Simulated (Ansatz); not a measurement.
## PBE against r2SCAN: NiSi2, pressure 3 GPa

Base system: NiSi$_{2}$ (space group Fm-3m, No. 225; a = 5.4445 Å; non-magnetic).

(Cell as relaxed with PBE.)

Levels (all Ansatz, a first-principles code, PAW): PBE (420 eV, no SOC); r2SCAN (500 eV, spin-orbit coupling left out).

Each level relaxes its own structure.

```
base                      PBE    r2SCAN
-------------------  --------  --------
volume per atom      13.45 Å³  13.03 Å³
lattice parameter a   5.445 Å   5.387 Å
band gap                 zero      zero
```

The change: cell and atoms relaxed at a pressure of 3 GPa.

```
quantity                 PBE  r2SCAN
-------------------  -------  ------
band gap                zero       ?
lattice parameter a  5.409 Å       ?
```

Q: What does r2SCAN give?

A: 
- band gap, r2SCAN: zero
- lattice parameter a, r2SCAN: 5.355 Å

PBE's lattice parameter a lies 0.054 Å above r2SCAN's (1.0 %); the two agree on the band gap. Neither level is exact; r2SCAN is the comparison here, not a measurement.

Load acts through the strain it causes; cell and atoms are relaxed under it. Stability against distortions was not tested. Starting moments died away, wholly or in part, for the base; another magnetic solution may exist. The final runs are not spin-polarised.
